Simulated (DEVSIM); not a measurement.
System: illuminated In0.53Ga0.47As p-on-n cell, one wavelength, at 350 K.

Layer 1 from the left is In0.53Ga0.47As, thickness (μm) 0.440, Na (cm⁻³) 5.2e17, τn (s) 4.9e-10, τp (s) 6.3e-11, absorption coefficient (cm⁻¹) 15000. Layer 2 from the left is In0.53Ga0.47As, thickness (μm) 4.00, Nd (cm⁻³) 3.6e15, τn (s) 1.7e-9, τp (s) 1.7e-9, absorption coefficient (cm⁻¹) 15000.

Left contact: ohmic, minority electron recombination velocity 1e6 cm/s. Right contact: ohmic, minority hole recombination velocity 90 cm/s. Voltage is applied to the left contact. Recombination: SRH at mid-gap, radiative, Auger. Light enters at the left, 1.1e17 photons cm⁻² s⁻¹, one pass, no reflection. Mobility is constant in doping.

This is a model device: material constants are rounded textbook-type values typed into the input, and sizes, dopings and lifetimes were drawn at random. Values at 300 K; Nc and Nv go as T^1.5, mobilities as T to minus their exponent, the gap by Varshni's rule with the affinity fixed.

In0.53Ga0.47As: gap (eV) 0.74, affinity (eV) 4.51, permittivity 13.9, Nc (cm⁻³) 2.1e17, Nv (cm⁻³) 7.7e18, μn (cm²/Vs) 12000, μp (cm²/Vs) 300, T exponent of μn 1.6, T exponent of μp 1.6, B (cm³/s) 9.6e-11, Cn (cm⁶/s) 5e-29, Cp (cm⁶/s) 5e-29, Varshni α (eV/K) 0.00035, Varshni β (K) 190.

Model (solved in DEVSIM): 1D drift-diffusion, Boltzmann statistics, complete ionisation; no tunnelling, impact ionisation, image-force lowering or self-heating.

Q: What does the simulation give for the largest field in the device at zero bias, the dark forward voltage at 1 A/cm²?

A: largest field in the device at zero bias 42000 V/cm; dark forward voltage at 1 A/cm² 0.234 V.
